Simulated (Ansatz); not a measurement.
### Question
Name crystals whose electron-phonon coupling λ lies between 0.107 and 0.168 and whose resistivity at 300 K lies between 3 and 4.7 μΩ·cm, by Ansatz (an electronic-structure program) with PBEsol, DFPT electron-phonon coupling, linearised Boltzmann equation.

### Answer
Many crystals can fit; among those computed here:
- TaTc (Pm-3m): 0.134, 3.7 μΩ·cm
- PdHg (P4/mmm): 0.138, 4.1 μΩ·cm
- PdCu (Pm-3m): 0.122, 4.6 μΩ·cm

Metals; harmonic phonons alone scatter; means over directions. Halving the electron mesh moves these values by up to 9 %; q meshes are mostly untested. Some of the runs warned that the eigensolver left states short of its tolerance. Spin-orbit coupling is left out.

Formula and space group known from diffraction (Crystallography Open Database), not checked to be the room-temperature form: PdCu (Pm-3m), PdHg (P4/mmm), TaTc (Pm-3m). The missing spin-orbit coupling matters most for PdHg (P4/mmm), TaTc (Pm-3m).
